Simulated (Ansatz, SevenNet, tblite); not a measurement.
**Ladder of methods for the lattice parameter a of 1T (CdI2-type) MgI2**

Reference value: 4.14 Å (measured, temperature not stated, copied from a table, unchecked, not corrected to a static lattice; as tabulated in Crystal Structures 1, 239 (1963)).

```tsv
level (code)	value (Å)
GFN2-xTB (tblite)	4.429
SevenNet-0	4.228
LDA (Ansatz)	[?]
PBE (Ansatz)	4.206
PBEsol (Ansatz)	4.129
PBE-D4 (Ansatz)	4.132
r²SCAN-D4 (Ansatz)	4.165
PBE0-D4 (Ansatz)	[?]
Hartree–Fock (Ansatz)	[?]
```

**Question.** Complete the blanks.

**Answer.** 
- LDA (Ansatz, a quantum-chemistry and plane-wave program), value (Å): 4.075
- PBE0-D4 (Ansatz), value (Å): 4.112
- Hartree–Fock (Ansatz), value (Å): 4.328

Differences against the reference: GFN2-xTB +6.98 %, SevenNet-0 +2.13 %, LDA -1.57 %, PBE +1.59 %, PBEsol -0.27 %, PBE-D4 -0.19 %, r²SCAN-D4 +0.60 %, PBE0-D4 -0.68 %, Hartree–Fock +4.54 %.

The reference's temperature isn't stated, so close values are not ranked against it. Off by more than 2.50 %, or 3.50 % on the side where a correction would as a rule narrow the miss (bounds picked here): GFN2-xTB (+6.98 %), Hartree–Fock (+4.54 %).

The reference isn't brought to a static lattice, while the calculations are for one, so the differences are not the levels' errors alone.  GFN2-xTB: the method was fitted mainly to molecules. GFN2-xTB: the run uses a supercell at the zone centre in place of a k mesh. LDA: LDA has no dispersion term either, though it tends to give short spacings of layers, chains or molecules. PBE: for a layered or molecular solid the relaxed cell lies over 5 % above the published volume, where the minimum can be shallow. PBE, PBEsol, Hartree–Fock: the cell comes from a level without a dispersion term, which matters for the spacing of layers, chains or molecules. Cutoffs and k meshes differ between the levels. Ansatz's density-functional and Hartree–Fock values are scalar-relativistic unless marked +SOC, with PAW data made under PBE.

Machine-learned potentials (SevenNet-0) are trained on DFT data: a solid inside that data is no test of them.

Differences are worked out from the printed values.
